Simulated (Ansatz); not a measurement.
Defect: interstitial H in ordered Si6Ge2 alloy, charge state +1. These are PBE, PAW (plane waves to 420 eV; Ansatz, a program for electronic structure) values and carry that method's errors.

Cell of 72 host sites held at the relaxed PBE lattice; a 2×2×2 k-point mesh shifted by half a step; Fermi-Dirac width 0.05 eV, spin-restricted; finite-size errors left in. Static, classical nuclei. The host is a small ordered model of a random alloy. The charge state is imposed; whether it is stable for some Fermi level was not computed. Sites that were not tried may lie lower.

The step: a concerted move, in which H travels most. Atoms about the jump, Cartesian Å from the middle of the jump, before and after:

```json
[
 {"atom": "H1", "x0": "-0.95", "y0": "0.00", "z0": "0.00", "x1": "0.95", "y1": "0.00", "z1": "0.00"},
 {"atom": "Si2", "x0": "0.30", "y0": "0.05", "z0": "0.95", "x1": "-0.30", "y1": "0.05", "z1": "0.95"},
 {"atom": "Ge3", "x0": "2.03", "y0": "0.05", "z0": "-0.72", "x1": "2.34", "y1": "0.05", "z1": "-0.96"},
 {"atom": "Ge4", "x0": "-2.34", "y0": "0.05", "z0": "-0.96", "x1": "-2.03", "y1": "0.05", "z1": "-0.72"},
 {"atom": "Si5", "x0": "-1.99", "y0": "-1.98", "z0": "-2.18", "x1": "-1.95", "y1": "-1.92", "z1": "-2.10"},
 {"atom": "Si6", "x0": "1.95", "y0": "-1.92", "z0": "-2.10", "x1": "1.99", "y1": "-1.98", "z1": "-2.18"},
 {"atom": "Si7", "x0": "-1.98", "y0": "2.08", "z0": "-2.17", "x1": "-1.95", "y1": "2.02", "z1": "-2.10"},
 {"atom": "Si8", "x0": "1.95", "y0": "2.02", "z0": "-2.10", "x1": "1.98", "y1": "2.08", "z1": "-2.17"},
 {"atom": "Si9", "x0": "0.00", "y0": "-1.90", "z0": "-3.46", "x1": "0.00", "y1": "-1.90", "z1": "-3.46"},
 {"atom": "Si10", "x0": "0.01", "y0": "2.00", "z0": "-3.47", "x1": "-0.01", "y1": "2.00", "z1": "-3.47"},
 {"atom": "Si11", "x0": "0.03", "y0": "-1.97", "z0": "2.14", "x1": "-0.03", "y1": "-1.97", "z1": "2.14"},
 {"atom": "Si12", "x0": "0.03", "y0": "2.06", "z0": "2.14", "x1": "-0.03", "y1": "2.06", "z1": "2.14"}
]
```

Task: Where do these atoms stand at the saddle point, and how high is it?

Result: 
```csv
atom,x,y,z
H1,-0.01,0.04,-0.70
Si2,-0.01,0.05,0.87
Ge3,2.05,0.05,-0.72
Ge4,-2.08,0.05,-0.72
Si5,-1.97,-1.94,-2.11
Si6,1.95,-1.94,-2.11
Si7,-1.97,2.03,-2.11
Si8,1.95,2.03,-2.11
Si9,-0.01,-1.91,-3.45
Si10,-0.01,2.00,-3.45
Si11,-0.01,-1.98,2.09
Si12,-0.01,2.08,2.09
```
It lies 0.37 eV above the start and 0.37 eV above the end. The saddle point's order was not checked, and it lies on a symmetry element of the cell, where a band can be held.
